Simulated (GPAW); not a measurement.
**Worked example: self-consistent single point of TlBr (Pm-3m, 2 atoms in the cell) in GPAW**

Method of the run: PBE, GPAW PAW datasets PBE (gpaw-data 1.0.1) (plane waves; GPAW 25.7.0).

Input:

```python
from ase import Atoms
from ase.units import GPa
from gpaw import GPAW, PW, FermiDirac

atoms = Atoms(['Tl', 'Br'],
              cell=[[3.990000, 0.000000, 0.000000],
                    [0.000000, 3.990000, 0.000000],
                    [0.000000, 0.000000, 3.990000]],
              positions=[[0.000000, 0.000000, 0.000000],
                         [1.995000, 1.995000, 1.995000]],
              pbc=True)

calc = GPAW(mode=PW(600),
            xc='PBE',
            kpts={'size': (8, 8, 8), 'gamma': True},
            occupations=FermiDirac(0.02),
            nbands=-4,
            convergence={'forces': 0.001, 'bands': -2},
            symmetry={'symmorphic': False, 'tolerance': 0.0005},
            maxiter=100,
            txt='-')

atoms.calc = calc

energy = atoms.get_potential_energy()
print('Energy (eV):', round(energy, 6))
forces = atoms.get_forces()
print('Forces (eV/Ang):')
print(forces.round(5))
stress = atoms.get_stress()
print('Stress (GPa, Voigt):', (stress / GPa).round(4))
```

Output (repeated stretches shortened):

```
Input parameters:
  convergence: {bands: -2,
                forces: 0.001}
  kpts: {gamma: True,
         size: (8, 8, 8)}
  maxiter: 100
  mode: {ecut: 600.0,
         name: pw}
  nbands: -4
  occupations: {fixmagmom: False,
                name: fermi-dirac,
                width: 0.02}
  symmetry: {symmorphic: False,
             tolerance: 0.0005}
  xc: PBE

species:
  Tl:
    name: Thallium
    Z: 81.0
    valence: 13
    core: 68
    charge: 0.0
    file: Tl.PBE.gz

    # Using partial waves for Tl as LCAO basis

  Br:
    name: Bromine
    Z: 35.0
    valence: 7
    core: 28
    charge: 0.0
    file: Br.PBE.gz

    # Using partial waves for Br as LCAO basis

Reference energy: -620947.228001  # eV

Spin-paired calculation

Convergence criteria:
 Maximum [total energy] change in last 3 cyles: 0.0005 eV / valence electron
 Maximum integral of absolute [dens]ity change: 0.0001 electrons / valence electron
 Maximum integral of absolute [eigenst]ate change: 4e-08 eV^2 / valence electron
 Maximum change in the atomic [forces] across last 2 cycles: 0.001 eV/Ang OR
Maximum error relative to the maximum force is below inf
 Maximum number of scf [iter]ations: 100

Symmetries present (total): 48
Symmetries with fractional translations: 0
512 k-points: 8 x 8 x 8 Monkhorst-Pack grid + [1/16,1/16,1/16]
35 k-points in the irreducible part of the Brillouin zone
       k-points in crystal coordinates                weights
   0:     0.00000000    0.00000000    0.00000000          1/512
   1:     0.12500000    0.00000000    0.00000000          6/512
   2:     0.12500000    0.12500000    0.00000000         12/512
   [... 7 lines left out ...]
          ...
  34:     0.50000000    0.50000000    0.50000000          1/512

Wave functions: Plane wave expansion
  Cutoff energy: 600.000 eV
  Number of coefficients (min, max): 2096, 2176
  Pulay-stress correction: 0.000000 eV/Ang^3 (de/decut=0.000000)

Occupation numbers: Fermi-Dirac:
  width: 0.0200  # eV

Eigensolver

Densities:
  Coarse grid: 24*24*24 grid
  Fine grid: 48*48*48 grid
  Total Charge: 0.000000

Density mixing:
  Method: separate
  Backend: pulay
  Linear mixing parameter: 0.05
  old densities: 5
  Damping of long wavelength oscillations: 50

Hamiltonian:
  XC and Coulomb potentials evaluated on a 48*48*48 grid
  External potential:
    NoExternalPotential

XC parameters: PBE with 2 nearest neighbor stencil

Number of atoms: 2
Number of atomic orbitals: 13
Number of bands in calculation: 14
Number of valence electrons: 20
Bands to converge: 12

Density initialized from atomic densities
  13 bands from LCAO basis set
  1 band from random numbers

Atomic positions and initial magnetic moments

Positions:
   0 Tl     0.000000    0.000000    0.000000    ( 0.0000,  0.0000,  0.0000)
   1 Br     1.995000    1.995000    1.995000    ( 0.0000,  0.0000,  0.0000)

Unit cell:
           periodic     x           y           z      points  spacing
  1. axis:    yes    3.990000    0.000000    0.000000    24     0.1662
  2. axis:    yes    0.000000    3.990000    0.000000    24     0.1662
  3. axis:    yes    0.000000    0.000000    3.990000    24     0.1662

  Lengths:   3.990000   3.990000   3.990000
  Angles:   90.000000  90.000000  90.000000

Effective grid spacing dv^(1/3) = 0.1662

     iter     time        total  log10-change:
                         energy   eigst   dens  force
iter:   1 --:--:--    -6.008871   -0.27
iter:   2 --:--:--    -5.957882   -1.45  -1.35
iter:   3 --:--:--    -5.778566   -1.79  -1.40
iter:   4 --:--:--    -5.770612   -2.33  -1.69
iter:   5 --:--:--    -5.766618   -3.33  -1.85
iter:   6 --:--:--    -5.766165c  -3.63  -2.54
iter:   7 --:--:--    -5.766204c  -4.96  -2.81
iter:   8 --:--:--    -5.766290c  -4.41  -2.73
iter:   9 --:--:--    -5.766289c  -5.75  -3.65
iter:  10 --:--:--    -5.766281c  -6.72  -3.84
iter:  11 --:--:--    -5.766270c  -5.61  -3.91
iter:  12 --:--:--    -5.766270c  -7.53c -4.38c
iter:  13 --:--:--    -5.766270c  -6.80  -4.38c
iter:  14 --:--:--    -5.766269c  -7.46c -4.30c -22.63c

Converged after 14 iterations.

Dipole moment: (0.000000, 0.000000, 0.000000) |e|*Ang

Energy contributions relative to reference atoms: (reference = -620947.228001)

Kinetic:        +13.127129
Potential:      -13.529602
External:        +0.000000
XC:              -5.389701
Entropy (-ST):   -0.000000
Local:           +0.025905
SIC:             +0.000000
--------------------------
Free energy:     -5.766269
Extrapolated:    -5.766269

Showing only first 2 kpts
 Kpt  Band  Eigenvalues  Occupancy
  0     8      1.78318    2.00000
  0     9      1.78318    2.00000
  0    10     10.09434    0.00000
  0    11     10.22008    0.00000

  1     8      1.84893    2.00000
  1     9      1.86912    2.00000
  1    10      8.79195    0.00000
  1    11     10.00724    0.00000

Fermi level: 3.85560

Gap: 1.830 eV
Transition (v -> c):
  (s=0, k=20, n=9, [0.50, 0.00, 0.00]) -> (s=0, k=20, n=10, [0.50, 0.00, 0.00])
No difference between direct/indirect transitions
Energy (eV): -5.766269

Forces in eV/Ang:
  0 Tl    0.00000    0.00000    0.00000
  1 Br    0.00000    0.00000    0.00000

Stress tensor:
    -0.005993     0.000000     0.000000
     0.000000    -0.005993     0.000000
     0.000000     0.000000    -0.005993
Stress (GPa, Voigt): [-0.9602 -0.9602 -0.9602  0.      0.      0.    ]
```

The run converged in 14 iterations. GPAW prints stress with tension positive.

The starting cell has typed, rounded lattice constants, without a prior relaxation at this level. Spin-orbit coupling is off.
